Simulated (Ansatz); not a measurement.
Start from NiSi₂ (space group Fm-3m, No. 225; non-magnetic).

```xyz
3
Lattice="0.0000 2.6948 2.6948 2.6948 0.0000 2.6948 2.6948 2.6948 0.0000" Properties=species:S:1:pos:R:3 pbc="T T T"
Ni     0.0000     0.0000     0.0000
Si     1.3474     1.3474     1.3474
Si     4.0423     4.0423     4.0423
```

Level of theory: Ansatz (a quantum-chemistry and plane-wave program) r2SCAN, no SOC, earlier PAW set.

One change was made to it. Results:

```tsv
quantity	base	after
density	4.87 g/cm³	4.88 g/cm³
shortest interatomic distance	233.4 pm	233.2 pm
band gap	zero	zero
```

Question: What was done to the base?
A) pressure 3 GPa
B) pressure −2 GPa
C) pressure 0.3 GPa
D) pressure 7.5 GPa
E) pressure 10 GPa

Answer: C, pressure 0.3 GPa. For comparison, the density in the other runs: pressure 3 GPa gives 4.96 g/cm³; pressure 7.5 GPa gives 5.08 g/cm³; pressure −2 GPa gives 4.81 g/cm³; pressure 10 GPa gives 5.15 g/cm³.

Load acts through the strain it causes; cell and atoms are relaxed under it. Whether these cells are dynamically stable was not tested. Competing high-pressure phases were not computed. Starting moments died away, wholly or in part, for the base; another magnetic solution may exist. All final runs are without spin polarisation.
